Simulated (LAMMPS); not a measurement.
MD of SiO2 (stishovite, a high-pressure form) at zero pressure, 576 atoms, as a crystal; each row is its own run.

All values are model results, not measurements: classical MD, Buckingham potential of van Beest, Kramer and van Santen, Phys. Rev. Lett. 64, 1955 (1990), used with rigid ions (no shells), PPPM sums, short-range terms cut at 10 Å, modified for these runs by an r^-4 repulsive force inside the short-range force's maximum (LAMMPS).

| T (K) | enthalpy (eV/atom) |
|---|---|
| 200 | -19.409 |
| 1080 | -19.175 |
| 1440 | -19.079 |
| 1800 | -18.982 |
| 2160 | -18.880 |
| 2520 | -18.776 |
| 2880 | -18.671 |

Fit a straight line, y = a + b x, to these rows (x is the first column, y the second) and predict the run at x = 300.

Least squares gives a = -19.471 and b = 0.0002750. At x = 300 the fit predicts -19.388 eV/atom. The run itself gave -19.3832 ± 0.0002 eV/atom, so the fit is 5 meV/atom low.

Caution: in nature this polymorph isn't the stable one over the whole range of temperature at this pressure, and short runs keep a crystal in its starting form.

Caution (rows 1080; 1440; 1800; 2160; 2520; 2880): a run this short can hold a crystal over, or a liquid under, the potential's own melting point, which these runs don't give.
